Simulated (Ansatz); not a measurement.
The parent structure is BAs in the zinc blende structure (space group F-43m, No. 216).

```
CELL_PARAMETERS angstrom
      0.00000     2.38395     2.38395
      2.38395     0.00000     2.38395
      2.38395     2.38395     0.00000
ATOMIC_POSITIONS crystal
  B  0.00000 0.00000 0.00000
  As 0.25000 0.25000 0.25000
```

Level of theory: plane-wave PAW DFT at the PBEsol level (Ansatz, a first-principles code, 420 eV), spin-orbit coupling left out.

Before the change:

| Item | Value |
|---|---|
| Band gap | 1.08 eV |

One thing is altered: every lattice vector is stretched by 2.50 %, atoms relaxed at fixed cell.

Q: What does the calculation give for the band gap and energy relative to the base after the change?

A: The band gap grows by 0.07 eV, from 1.08 eV to 1.15 eV; the energy goes up by 31 meV/atom.

The cells carry an imposed strain or load. Stability against distortions was not tested.
